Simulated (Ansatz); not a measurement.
Base system: SiC (space group P6_3mc, No. 186).

```
SiC
1.0
    3.07812     0.00000     0.00000
   -1.53906     2.66573     0.00000
    0.00000     0.00000    10.07618
Si C
4 4
Direct
  0.00000   0.00000   0.00032
  0.00000   0.00000   0.50032
  0.66667   0.33333   0.75025
  0.33333   0.66667   0.25025
  0.00000   0.00000   0.81285
  0.00000   0.00000   0.31285
  0.66667   0.33333   0.56221
  0.33333   0.66667   0.06221
```

Cartesian axes are those of the cell as printed.

Levels (all Ansatz, a first-principles code, PAW, earlier PAW set): PBEsol (420 eV, no spin-orbit coupling); HSE06 (420 eV, scalar-relativistic without spin-orbit coupling).

Its gap is 2.12 eV with PBEsol and 3.14 eV with HSE06.

It is then changed as follows: uniaxial strain ε_xx = −1.16 %, all other strain components held at zero; the atoms relax in the strained cell.

With PBEsol the gap becomes 2.01 eV.

Q: If the HSE06 correction stayed the same, what would the HSE06 gap be, and what does the HSE06 run give?

A: A rigid correction of +1.02 eV gives 3.03 eV. The HSE06 run gives 3.03 eV, so the two effects roughly add.

Single points use the geometry relaxed with PBEsol. HSE06 was sampled on its mesh, a few special points and the semilocal edge points, so its gap is an upper bound. Stability against distortions was not tested.
